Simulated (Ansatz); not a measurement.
Consider ZnSiP2 in the chalcopyrite structure (space group I-42d, No. 122).

```
ZnSiP2
1.0
   -2.70935     2.70935     5.26972
    2.70935    -2.70935     5.26972
    2.70935     2.70935    -5.26972
Zn Si P
2 2 4
Direct
  0.75000   0.25000   0.50000
  0.00000   0.00000   0.00000
  0.25000   0.75000   0.50000
  0.50000   0.50000   0.00000
  0.14230   0.12500   0.51730
  0.60770   0.62500   0.48270
  0.37500   0.85770   0.98270
  0.87500   0.39230   0.01730
```

Level of theory: PBE (Ansatz, a first-principles code), no SOC.

For the base:

| Quantity | Value |
|---|---|
| Band gap | 1.36 eV |
| c/a ratio | 1.945 |
| Electron mass | 1.5 mₑ along c, 0.26 mₑ across (at Γ) |
| Lattice parameter a | 5.419 Å |

Now apply this change: Sn takes the place of Si on all its sites; the structure is relaxed again.

Problem. What does the calculation give for the band gap, c/a ratio, electron mass and lattice parameter a after the change?

Solution. The band gap drops by 0.675 eV (1.36 eV → 0.68 eV); the c/a ratio goes up by 0.060 (1.945 → 2.005); the electron mass becomes 0.061 mₑ along c, 0.058 mₑ across (at Γ) (base: 1.5 mₑ along c, 0.26 mₑ across (at Γ)); the lattice parameter a rises by 0.284 Å, from 5.419 Å to 5.703 Å.

Masses are band curvatures over ±0.01 Å⁻¹ around the edge. Whether these cells are dynamically stable was not tested.
